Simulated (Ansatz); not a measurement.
Functionals compared on a constructed model of the (110) surface of bcc W, a pseudomorphic layer of Nb in the host's stacking (bottom of the slab: a bare face, its two planes held), in Ansatz (plane waves, PAW). The structure was relaxed with PBE; the other rows are single points on it. Cutoff 420 eV (500 eV for r2SCAN).

Slab: 7 atoms, 14.2 Å thick at the start with caps and adatoms; k 14x14x1, smearing 0.1 eV, dipole-corrected; 2 atoms held, the rest relaxed; symmetry of the start imposed; no spin, no spin-orbit, no U. It is one candidate, not shown to be the stable structure of the face. These notes are the PBE run's.

| functional | work function of the top face (eV) | rough cost of the single point |
|---|---|---|
| PBE | 4.52 | – |
| RPBE | … | about 30 core-seconds (a rough figure) |
| r2SCAN | 4.60 | roughly 70 core-seconds |

Question: Complete the blanks.

Answer: 
- RPBE, work function of the top face (eV): 4.38

Ansatz is a first-principles code.
